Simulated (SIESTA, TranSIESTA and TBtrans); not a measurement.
System: Pd chain with one bond stretched by 0.6 Å. Leads: straight Pd chain, spacing 2.65 Å. Geometry: as built, not relaxed. Transport runs along z; the first 4 and the last 4 of the 14 atoms are the lead cells, repeated to infinity.

```xyz
14
Lattice="9.000 0.000 0.000 0.000 9.000 0.000 0.000 0.000 37.700" Properties=species:S:1:pos:R:3 pbc="F F T"
Pd     4.500     4.500     0.000
Pd     4.500     4.500     2.650
Pd     4.500     4.500     5.300
Pd     4.500     4.500     7.950
Pd     4.500     4.500    10.600
Pd     4.500     4.500    13.250
Pd     4.500     4.500    15.900
Pd     4.500     4.500    19.150
Pd     4.500     4.500    21.800
Pd     4.500     4.500    24.450
Pd     4.500     4.500    27.100
Pd     4.500     4.500    29.750
Pd     4.500     4.500    32.400
Pd     4.500     4.500    35.050
```
Starting moments (μB): atom 5 +0.7, atom 6 +0.7, atom 7 +0.7, atom 8 +0.7, atom 9 +0.7, atom 10 +0.7; lead atoms +0.7 (left) and +0.7 (right).

Run with TranSIESTA and TBtrans (open boundaries, self-consistent; PseudoDojo norm-conserving potentials, scalar-relativistic): Spin polarized, PAO.BasisSize DZP, PAO.EnergyShift 0.15 eV, XC.Authors PBE, Mesh.Cutoff 200 Ry, ElectronicTemperature 300 K, TS.Voltage 0.0 eV, TBT.Elecs.Eta 0.001 eV.

Energies count from the leads' Fermi level. Transmissions are for each spin. The energy step is 0.01 eV; narrower resonances are cut or missed.

```csv
E (eV),T up,T down
-0.20,0.756,1.98
-0.15,0.775,3.30
-0.10,0.790,2.19
-0.05,0.803,2.31
0.00,0.816,2.40
0.05,0.827,2.45
0.10,0.838,2.42
0.15,0.849,2.28
0.20,0.859,2.00
```

Task: Give the zero-bias conductance in μS and the resistance at 300 K.

Result: At the Fermi level the mean of both spins is (0.816 + 2.40)/2 = 1.61. Averaged with −∂f/∂E over the full grid (kT = 25.9 meV) it is 1.60. With G0 = 2e²/h = 77.48 μS, G = 124 μS and R = 1/G = 8.06 kΩ.

Task: The eigenchannels at the Fermi level (both spins) transmit 0.816, 0.898, 0.610, 0.610, 0.287. What Fano factor of the shot noise follows at low temperature and bias?

Result: F = Σ τ(1 − τ)/Σ τ = 0.922/3.22 = 0.29.

The magnetic order of the leads was set by the start, and no other order was tried; the separate lead runs end at 0.74 (left) and 0.74 (right) μB an atom. The straight chain is held at its spacing; free chains may zigzag or dimerise.
